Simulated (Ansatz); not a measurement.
Si (Fd-3m), HSE06, rigid bands in Ansatz (an electronic-structure program): N_c = 2.84e19 cm⁻³ at 300 K and an electron conductivity mass of 0.274 mₑ.

For 1e16 electrons per cm³ at 300 K, place the Fermi level, estimate the Seebeck coefficient of a parabolic band with constant τ, and give mobility and conductivity for τ = 20 fs.

The level lies k_BT ln(N_c/n) = 0.206 eV below the conduction-band minimum. S ≈ −(k_B/e)[ln(N_c/n) + 5/2] = -901 μV/K, against -896 μV/K from the full bands (mean over directions). μ = eτ/m = 128 cm²/(V·s) and σ = neμ = 0.206 S/cm. τ is assumed, not computed.

Band transport and this doping are assumed; polarons and phonon drag are left out. Spin-orbit coupling is left out. Geometry: cell and atoms relaxed with PBEsol.
